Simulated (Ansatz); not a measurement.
Take Cs2AgBiBr6 (space group Fm-3m, No. 225; a = 11.479 Å) as the base.

Calculations: Ansatz (a quantum-chemistry and plane-wave program) PBE, no spin-orbit coupling.

Before the change:

| Property | Value |
|---|---|
| Volume per atom | 37.81 Å³ |
| Electron mass | 0.35 mₑ along k, 0.26 mₑ across (at L) |

The change: a hydrostatic pressure of 7.5 GPa.

Question: Predict the new volume per atom, electron mass and valley order.

Answer: The volume per atom decreases by 7.048 Å³ (37.81 Å³ → 30.77 Å³); the electron mass goes from 0.35 mₑ along k, 0.26 mₑ across (at L) to 0.37 mₑ along k, 0.24 mₑ across (at L); the valley order (the lowest conduction-band minima on the path, energy above the VBM, named in the base's zone) comes out as L along ⟨111⟩ 0.96 eV; a point along ⟨110⟩, about 0.2 Å⁻¹ from Γ 1.85 eV.

Spin-orbit coupling, missing from the scalar runs, can matter with Bi. The levels and masses belong to the bands next to the band gap. Load acts through the strain it causes; cell and atoms are relaxed under it. Masses are band curvatures over ±0.01 Å⁻¹ around the edge. Along k means along the line from Γ to the band edge. Whether these cells are dynamically stable was not tested. No other phases were tried under pressure.
